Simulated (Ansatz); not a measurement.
# Point defects in TaN

The parent structure is a 24-atom supercell of TaN in the rock salt structure (space group Fm-3m, No. 225) at its relaxed geometry.

```
CELL_PARAMETERS angstrom
      0.00000     4.37460     4.37460
      4.37460    -4.37460     4.37460
      4.37460     4.37460     0.00000
ATOMIC_POSITIONS crystal
  N  0.00000 0.00000 0.00000
  N  0.00000 0.00000 0.50000
  N  0.16667 0.33333 0.16667
  N  0.16667 0.33333 0.66667
  N  0.33333 0.66667 0.33333
  N  0.33333 0.66667 0.83333
  N  0.50000 0.00000 0.00000
  N  0.50000 0.00000 0.50000
  N  0.66667 0.33333 0.16667
  N  0.66667 0.33333 0.66667
  N  0.83333 0.66667 0.33333
  N  0.83333 0.66667 0.83333
  Ta 0.33333 0.16667 0.33333
  Ta 0.33333 0.16667 0.83333
  Ta 0.50000 0.50000 0.50000
  Ta 0.50000 0.50000 0.00000
  Ta 0.66667 0.83333 0.66667
  Ta 0.66667 0.83333 0.16667
  Ta 0.83333 0.16667 0.33333
  Ta 0.83333 0.16667 0.83333
  Ta 0.00000 0.50000 0.50000
  Ta 0.00000 0.50000 0.00000
  Ta 0.16667 0.83333 0.66667
  Ta 0.16667 0.83333 0.16667
```

One neutral defect a cell, atoms relaxed at fixed cell.

The values are results of Kohn–Sham DFT with the PBEsol functional, run in Ansatz (a quantum-chemistry and plane-wave program) with PAW and 420 eV plane waves, no SOC, earlier PAW set, not measurements.

```json
[
 {"variant": "perfect supercell", "largest displacement of a host atom from its site in the perfect cell": "–", "pressure": "0.0 GPa", "energy gained by relaxation": "–"},
 {"variant": "Ta on a N site (antisite), symmetric start", "largest displacement of a host atom from its site in the perfect cell": "0.23 Å", "pressure": "26.3 GPa", "energy gained by relaxation": "4.52 eV"},
 {"variant": "Bi on a N site, symmetric start", "largest displacement of a host atom from its site in the perfect cell": "0.33 Å", "pressure": "36.0 GPa", "energy gained by relaxation": "15.36 eV"},
 {"variant": "Ti on a Ta site, symmetric start", "largest displacement of a host atom from its site in the perfect cell": "0.04 Å", "pressure": "-3.0 GPa", "energy gained by relaxation": "0.06 eV"}
]
```

The cell is small, so the values are those of an ordered compound at a high defect concentration; dilute-limit values will differ. The defect started on the symmetric site and kept its symmetry, so it may sit on a saddle. The final runs are not spin-polarised. This is not the structure that TaN has at room temperature and ambient pressure.
